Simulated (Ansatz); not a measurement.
## IrO2, pressure series

Start from IrO₂ in the rutile structure (space group P4_2/mnm, No. 136; a = 4.472 Å, c = 3.154 Å).

Cell and atoms are relaxed at each pressure.

Calculations: Kohn–Sham DFT with the PBEsol functional, run in Ansatz (a program for electronic structure) with PAW and 420 eV plane waves, spin-orbit coupling left out.

| P (GPa) | V (Å³/atom) |
|---|---|
| -2.00 | 10.584 |
| -1.00 | 10.547 |
| 0.28 | 10.500 |
| 0.70 | 10.486 |
| 1.50 | 10.457 |
| 3.00 | 10.405 |
| 5.00 | 10.339 |
| 7.50 | 10.258 |
| 10.00 | 10.181 |

Question: Fit a third-order Birch–Murnaghan equation of state.

Answer: Least squares on P(V) = (3B₀/2)[(V₀/V)^(7/3) − (V₀/V)^(5/3)]·[1 + (3/4)(B₀′ − 4)((V₀/V)^(2/3) − 1)] gives V₀ = 10.51 Å³/atom, B₀ = 292 GPa and B₀′ = 4.6.

Load acts through the strain it causes; cell and atoms are relaxed under it. Whether these cells are dynamically stable was not tested. No other phases were tried under pressure. No Hubbard U is applied, and correlation can decide whether such a compound is a metal. The final runs are not spin-polarised.
